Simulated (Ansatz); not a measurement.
BP (F-43m), Ansatz (a quantum-chemistry and plane-wave program) with PBEsol, rigid bands: N_c = 4.07e19 cm⁻³ at 300 K and an electron conductivity mass of 0.329 mₑ.

### Question
For 1e16 electrons per cm³ at 300 K, place the Fermi level, estimate the Seebeck coefficient of a parabolic band with constant τ, and give mobility and conductivity for τ = 20 fs.

### Answer
The level lies k_BT ln(N_c/n) = 0.215 eV below the conduction-band minimum. S ≈ −(k_B/e)[ln(N_c/n) + 5/2] = -932 μV/K, against -929 μV/K from the full bands (mean over directions). μ = eτ/m = 107 cm²/(V·s) and σ = neμ = 0.171 S/cm. τ is assumed, not computed.

Band transport and this doping are assumed; polarons and phonon drag are left out. Spin-orbit coupling is left out.
